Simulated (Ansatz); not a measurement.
**Number of neighbours of metal in related cells**

A. NaCl (rock salt, Fm-3m)
B. CsI (CsCl type, Pm-3m)

Plane-wave PAW calculations with Ansatz (a quantum-chemistry and plane-wave program), its default PAW set. Each column's cells are at rest at that level. No structure search was made; lower ones may exist. Atoms count as bonded under 1.18 times the sum of their covalent radii (1.35 for H and a metal); two metal atoms count in their first shell alone, and not where both have two or more other neighbours. Mixed cases give the mean and the count of atoms with each number.

```tsv
cell	PBE	r2SCAN (own geometry)
A	6	6
B	8	8
```

With PBE the value of B exceeds that of A by 2. With r2SCAN (own geometry) the value of B exceeds that of A by 2.
